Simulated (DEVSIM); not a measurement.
Structure: W/SiO2/p-GaSb capacitor, at 400 K.

| layer (left to right) | material | thickness (nm) | Na (cm⁻³) |
|---|---|---|---|
| 1 | SiO2 | 9.60 | - |
| 2 | GaSb | 13000 | 2.2e15 |

Metal gate on the left, work function 4.6 eV. Fixed charge at the semiconductor interface 0 cm⁻² (in units of +e); no interface traps.

This is a model device: material constants are rounded textbook-type values typed into the input, and sizes, dopings and lifetimes were drawn at random. Values at 300 K; Nc and Nv go as T^1.5, mobilities as T to minus their exponent, the gap by Varshni's rule with the affinity fixed.

| parameter | SiO2 | GaSb |
|---|---|---|
| gap (eV) | 9 | 0.726 |
| affinity (eV) | 0.9 | 4.06 |
| permittivity | 3.9 | 15.7 |
| Nc (cm⁻³) | - | 2.1e17 |
| Nv (cm⁻³) | - | 1.8e19 |
| Varshni α (eV/K) | - | 0.00042 |
| Varshni β (K) | - | 140 |

DEVSIM, 1D Poisson equation in equilibrium, Boltzmann statistics, complete ionisation; no quantum confinement or tunnelling. Metal contacts follow the ideal Schottky-Mott rule: no Fermi-level pinning, no interface dipoles.

Base results: threshold voltage (band bending 2φF) (V) 0.41; flat-band voltage (V) 0.18; capacitance of the dielectric stack (μF/cm²) 0.360; minimum of the low-frequency capacitance (μF/cm²) 0.0489.

Q: What follows from this one change: substrate doping 2.2e+15 → 1.1e+14 cm^-3?

A: threshold voltage (band bending 2φF) 0.41 → 0.29 V; flat-band voltage 0.18 → 0.26 V; capacitance of the dielectric stack little changed (0.360 μF/cm²); minimum of the low-frequency capacitance 0.0489 → 0.0395 μF/cm².

Q: What follows from this one change: temperature 400 → 350 K?

A: threshold voltage (band bending 2φF) 0.41 → 0.44 V; flat-band voltage 0.18 → 0.11 V; capacitance of the dielectric stack little changed (0.360 μF/cm²); minimum of the low-frequency capacitance 0.0489 → 0.0360 μF/cm².

Q: What follows from this one change: gate work function 4.6 → 4.9 eV?

A: threshold voltage (band bending 2φF) 0.41 → 0.71 V; flat-band voltage 0.18 → 0.48 V; capacitance of the dielectric stack little changed (0.360 μF/cm²); minimum of the low-frequency capacitance little changed (0.0489 μF/cm²).

Q: What follows from this one change: interface trap density 0 → 1e+10 cm^-2 eV^-1?

A: threshold voltage (band bending 2φF) little changed (0.41 V); flat-band voltage little changed (0.18 V); capacitance of the dielectric stack little changed (0.360 μF/cm²); minimum of the low-frequency capacitance 0.0489 → 0.0500 μF/cm².
